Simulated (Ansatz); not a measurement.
**Pressure series in MgO**

Start from MgO in the rock salt structure (space group Fm-3m, No. 225; a = 4.214 Å).

Cell and atoms are relaxed at each pressure.

All numbers come from DFT with PBEsol, PAW potentials and a 420 eV plane-wave cutoff in Ansatz (a quantum-chemistry and plane-wave program), no spin-orbit coupling.

Notes on the quantities. enthalpy: H = E + PV relative to the base's energy.

| variant | electron mass | volume per atom | band gap | enthalpy |
|---|---|---|---|---|
| base | 0.34 mₑ (at Γ) | 9.35 Å³ | 4.62 eV | – |
| pressure −2 GPa | 0.34 mₑ (at Γ) | 9.48 Å³ | 4.50 eV | -0.12 eV/atom |
| pressure −1 GPa | 0.34 mₑ (at Γ) | 9.42 Å³ | 4.56 eV | -0.06 eV/atom |
| pressure 0.3 GPa | 0.34 mₑ (at Γ) | 9.34 Å³ | 4.64 eV | +0.02 eV/atom |
| pressure 0.7 GPa | 0.34 mₑ (at Γ) | 9.31 Å³ | 4.66 eV | +0.04 eV/atom |
| pressure 1.5 GPa | 0.34 mₑ (at Γ) | 9.27 Å³ | 4.71 eV | +0.09 eV/atom |
| pressure 3 GPa | 0.35 mₑ (at Γ) | 9.18 Å³ | 4.80 eV | +0.17 eV/atom |
| pressure 5 GPa | 0.35 mₑ (at Γ) | ? | 4.91 eV | +0.29 eV/atom |
| pressure 7.5 GPa | 0.36 mₑ (at Γ) | 8.96 Å³ | 5.05 eV | +0.43 eV/atom |
| pressure 10 GPa | 0.36 mₑ (at Γ) | 8.84 Å³ | ? | +0.57 eV/atom |

**Question.** Some entries are withheld; estimate them.

**Answer.** 
- pressure 5 GPa, volume per atom: 9.08 Å³
- pressure 10 GPa, band gap: 5.18 eV

Load acts through the strain it causes; cell and atoms are relaxed under it. Effective masses come from finite differences of ±0.01 Å⁻¹. Stability against distortions was not tested. No other phases were tried under pressure. The base started in P3_121 and relaxed to Fm-3m at this level.
